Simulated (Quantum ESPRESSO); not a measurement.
Worked example: self-consistent single point of Ba₂PdO₃ (Immm, 6 atoms in the cell) in Quantum ESPRESSO.

Level of theory: LDA (PZ), GBRV 1.5 ultrasoft (LDA) pseudopotentials (plane waves; Quantum ESPRESSO).

```
CELL_PARAMETERS angstrom
     -1.93974     2.05751     6.68574
      1.93974    -2.05751     6.68574
      1.93974     2.05751    -6.68574
ATOMIC_POSITIONS crystal
  Ba 0.64529 0.64529 0.00000
  Ba 0.35471 0.35471 0.00000
  Pd 0.00000 0.00000 0.00000
  O  0.84579 0.84579 0.00000
  O  0.15421 0.15421 0.00000
  O  0.50000 0.00000 0.50000
```

Reference input (self-consistent single point, DFT, PBEsol, plane waves, GBRV 1.5 ultrasoft (PBESOL) pseudopotentials): ecutwfc = 40 Ry; ecutrho = 320 Ry; occupations = smearing; smearing = fd; degauss = 0.0073499 Ry; potentials = {Ba: ba_pbesol_v1.uspp.F.UPF, Pd: pd_pbesol_v1.4.uspp.F.UPF, O: o_pbesol_v1.2.uspp.F.UPF}; K_POINTS = automatic 6 6 6 0 0 0; conv_thr = 1e-10 Ry; mixing_beta = 0.5. This run's input differs from it in these lines:

```diff
@@ -23,5 +23,5 @@
 ATOMIC_SPECIES
-Ba   137.3270  ba_pbesol_v1.uspp.F.UPF
-Pd   106.4200  pd_pbesol_v1.4.uspp.F.UPF
-O     15.9990  o_pbesol_v1.2.uspp.F.UPF
+Ba   137.3270  ba_lda_v1.uspp.F.UPF
+Pd   106.4200  pd_lda_v1.4.uspp.F.UPF
+O     15.9990  o_lda_v1.2.uspp.F.UPF
 CELL_PARAMETERS angstrom
```

Output, abridged:

```
     Self-consistent Calculation

     iteration #  1     ecut=    40.00 Ry     beta= 0.50

     negative rho (up, down):  2.576E-01 0.000E+00

     total energy              =    -434.61496883 Ry
     estimated scf accuracy    <       4.36140204 Ry

     iteration #  2     ecut=    40.00 Ry     beta= 0.50

     negative rho (up, down):  2.581E-01 0.000E+00

     total energy              =    -435.81175322 Ry
     estimated scf accuracy    <       7.83927111 Ry

     iteration #  3     ecut=    40.00 Ry     beta= 0.50

     negative rho (up, down):  2.574E-01 0.000E+00

     total energy              =    -436.75137259 Ry
     estimated scf accuracy    <       0.67451343 Ry

   [... 8 blocks of this kind left out ...]

     iteration # 12     ecut=    40.00 Ry     beta= 0.50

     negative rho (up, down):  2.537E-01 0.000E+00

     total energy              =    -436.81706973 Ry
     estimated scf accuracy    <          1.1E-09 Ry

     iteration # 13     ecut=    40.00 Ry     beta= 0.50

     negative rho (up, down):  2.537E-01 0.000E+00
     End of self-consistent calculation

     the Fermi energy is    10.1570 ev

!    total energy              =    -436.81706973 Ry
     estimated scf accuracy    <          7.5E-11 Ry
     smearing contrib. (-TS)   =      -0.00329718 Ry
     internal energy E=F+TS    =    -436.81377255 Ry

     convergence has been achieved in  13 iterations

     negative rho (up, down):  2.537E-01 0.000E+00

     Forces acting on atoms (cartesian axes, Ry/au):

     atom    1 type  1   force =    -0.00000000   -0.00000000   -0.00237612
     atom    2 type  1   force =     0.00000000    0.00000000    0.00237612
     atom    3 type  2   force =    -0.00000000   -0.00000000    0.00000000
     atom    4 type  3   force =     0.00000000   -0.00000000    0.00460204
     atom    5 type  3   force =     0.00000000    0.00000000   -0.00460204
   [... lines left out ...]
     Total force =     0.007325     Total SCF correction =     0.000012
   [... lines left out ...]

     negative rho (up, down):  2.537E-01 0.000E+00
          total   stress  (Ry/bohr**3)                   (kbar)     P=      -61.36
  -0.00036668  -0.00000000   0.00000000          -53.94       -0.00        0.00
  -0.00000000  -0.00043437   0.00000000           -0.00      -63.90        0.00
  -0.00000000  -0.00000000  -0.00045037           -0.00       -0.00      -66.25

   JOB DONE.
```

The run converged in 13 iterations. Against the reference run the pressure goes from -2.91 to -6.14 GPa and the largest force goes from 0.047 to 0.118 eV/Å.

The starting cell comes from a database of computed structures (which also holds hypothetical and non-ambient phases and stackings), without a prior relaxation at this level. Spin polarisation is off. With a pressure of about -6 GPa the cell is away from its equilibrium volume at this level.

Cost on one core of a shared machine: roughly 3 min.
